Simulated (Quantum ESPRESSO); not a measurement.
Input and output of a self-consistent single point for C3N4 (P-43m, 7 atoms in the cell) (Quantum ESPRESSO).

Method of the run: PBEsol, GBRV 1.5 ultrasoft (PBESOL) pseudopotentials (plane waves; Quantum ESPRESSO).

The change in words: lattice scaled by 0.98. Reference geometry:
```
CELL_PARAMETERS angstrom
      3.45676     0.00000     0.00000
      0.00000     3.45676     0.00000
      0.00000     0.00000     3.45676
ATOMIC_POSITIONS crystal
  C  0.00000 0.00000 0.50000
  C  0.50000 0.00000 0.00000
  C  0.00000 0.50000 0.00000
  N  0.24569 0.24569 0.75431
  N  0.24569 0.75431 0.24569
  N  0.75431 0.75431 0.75431
  N  0.75431 0.24569 0.24569
```

Reference input (self-consistent single point, DFT, PBEsol, plane waves, GBRV 1.5 ultrasoft (PBESOL) pseudopotentials): ecutwfc = 40 Ry; ecutrho = 200 Ry; occupations = fixed; potentials = {C: c_pbesol_v1.2.uspp.F.UPF, N: n_pbesol_v1.2.uspp.F.UPF}; K_POINTS = automatic 10 10 10 0 0 0; nbnd = 24; conv_thr = 1e-10 Ry. This run's input differs from it in these lines:

```diff
@@ -11,3 +11,3 @@
    ibrav = 1,
-   celldm(1) = 6.532329679,
+   celldm(1) = 6.401683463,
    nat = 7,
@@ -26,9 +26,9 @@
 ATOMIC_POSITIONS angstrom
-C     0.000000000    0.000000000    1.728380000
-C     1.728380000    0.000000000    0.000000000
-C     0.000000000    1.728380000    0.000000000
-N     0.849291364    0.849291364    2.607468636
-N     0.849291364    2.607468636    0.849291364
-N     2.607468636    2.607468636    2.607468636
-N     2.607468636    0.849291364    0.849291364
+C     0.000000000    0.000000000    1.693812500
+C     1.693812500    0.000000000    0.000000000
+C     0.000000000    1.693812500    0.000000000
+N     0.832305586    0.832305586    2.555319414
+N     0.832305586    2.555319414    0.832305586
+N     2.555319414    2.555319414    2.555319414
+N     2.555319414    0.832305586    0.832305586
 K_POINTS automatic
```

Output (repeated stretches shortened):

```
     Self-consistent Calculation

     iteration #  1     ecut=    40.00 Ry     beta= 0.70

---- Real-time Memory Report at c_bands before calling an iterative solver
            69 MiB given to the printing process from OS
            36 MiB allocation reported by mallinfo(arena+hblkhd)
------------------

     total energy              =    -114.33969382 Ry
     estimated scf accuracy    <       0.68461632 Ry

     iteration #  2     ecut=    40.00 Ry     beta= 0.70

---- Real-time Memory Report at c_bands before calling an iterative solver
            78 MiB given to the printing process from OS
   [... lines left out ...]

---- Real-time Memory Report at c_bands before calling an iterative solver
            80 MiB given to the printing process from OS
            48 MiB allocation reported by mallinfo(arena+hblkhd)
------------------

     total energy              =    -114.53545147 Ry
     estimated scf accuracy    <          3.2E-10 Ry

     iteration # 10     ecut=    40.00 Ry     beta= 0.70

---- Real-time Memory Report at c_bands before calling an iterative solver
            80 MiB given to the printing process from OS
            48 MiB allocation reported by mallinfo(arena+hblkhd)
------------------
     End of self-consistent calculation

     highest occupied, lowest unoccupied level (ev):    14.1028   16.5925

!    total energy              =    -114.53545147 Ry
     estimated scf accuracy    <          3.3E-12 Ry

     convergence has been achieved in  10 iterations

     Forces acting on atoms (cartesian axes, Ry/au):

     atom    1 type  1   force =     0.00000000    0.00000000    0.00000000
     atom    2 type  1   force =     0.00000000    0.00000000    0.00000000
     atom    3 type  1   force =     0.00000000    0.00000000    0.00000000
     atom    4 type  2   force =     0.00844071    0.00844071   -0.00844071
     atom    5 type  2   force =     0.00844071   -0.00844071    0.00844071
     atom    6 type  2   force =    -0.00844071   -0.00844071   -0.00844071
     atom    7 type  2   force =    -0.00844071    0.00844071    0.00844071

     Total force =     0.029239     Total SCF correction =     0.000000

          total   stress  (Ry/bohr**3)                   (kbar)     P=      185.74
   0.00126263   0.00000000   0.00000000          185.74        0.00        0.00
   0.00000000   0.00126263   0.00000000            0.00      185.74        0.00
   0.00000000   0.00000000   0.00126263            0.00        0.00      185.74

   JOB DONE.
```

The run converged in 10 iterations. Against the reference run the free energy goes up by 10.4 meV/atom, the pressure goes from -8.37 to 18.57 GPa, the largest force goes from 0.083 to 0.376 eV/Å and the gap on the mesh goes from 2.366 to 2.490 eV.

The starting cell comes from a database of computed structures (which also holds hypothetical and non-ambient phases and stackings), without a prior relaxation at this level. For this run, on top of that: lattice scaled by 0.98. With a pressure of about 19 GPa the cell is away from its equilibrium volume at this level.
